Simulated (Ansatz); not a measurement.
Sb2Se3 (model structure, started from the corundum type, R-3c, No. 167, 10 atoms in the cell): properties by level of theory

```csv
level (code),lattice constant a (Å),c axis length (Å),formation enthalpy (eV/atom)
PBE (Ansatz),7.477,19.383,-0.190
PBEsol (Ansatz),7.226,19.268,-0.169
PBE-D3(BJ) (Ansatz),7.218,19.292,-0.157
```

Ansatz's density-functional and Hartree–Fock values are scalar-relativistic unless marked +SOC, with PAW data made under PBE.

The computed numbers hold no vibrational or temperature effects.

A model structure was made by putting elements into a prototype or built by hand; it is no filed structure, need not be a known phase, and can be a saddle point held by its symmetry.

Ansatz is a first-principles code.
